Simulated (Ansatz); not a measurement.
In an H-capped Ge nanowire along [110], 6 atoms a period besides the caps, the lowest empty band has its minimum at Γ and lies 0.078 eV higher 0.0467 Å⁻¹ away along the axis.

Computed with PBE (plane waves to 420 eV, PAW; Ansatz, a program for electronic structure). Mesh 1×1×8. No spin polarisation. Isolated but for its images some 11 Å away. An idealised model, cut from the bulk lattice. It keeps the symmetry and period of its start, so it need not be a minimum against all distortions. Values not marked SOC lack spin–orbit coupling.

Estimate the electron mass along the axis.

For a parabola ΔE = ħ²Δk²/2m, and ħ²/2mₑ = 3.810 eV Å². So m/mₑ = 3.810 × 0.0467²/0.078 = 0.11. The curvature over a step a third as long gives 0.10; the band is close to a parabola here.
